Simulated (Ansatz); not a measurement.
System: antifluorite K₂Se. Method: PBE0 (plane waves, PAW; Ansatz, a program for electronic structure).

Run with plane-wave cutoff 500 eV, 6×6×6 k mesh, gaussian smearing 0.02 eV, scalar-relativistic PAW data made under PBE.

Cell (relaxed with PBEsol):

```yaml
crystal:
  lattice:
    - [0.00000, 3.80482, 3.80482]
    - [3.80482, 0.00000, 3.80482]
    - [3.80482, 3.80482, 0.00000]
  atoms:
    - { symbol: K, position: [0.25000, 0.25000, 0.25000] }
    - { symbol: K, position: [0.75000, 0.75000, 0.75000] }
    - { symbol: Se, position: [0.00000, 0.00000, 0.00000] }
```

Question: What does this level give for the band gap?

Answer: 
- band gap = 3.75 eV (on the SCF k mesh)

Note: cell and atoms aren't relaxed at this level (pressure 0.7 GPa).

Spin–orbit coupling is not included.

Computed values are for the static lattice.
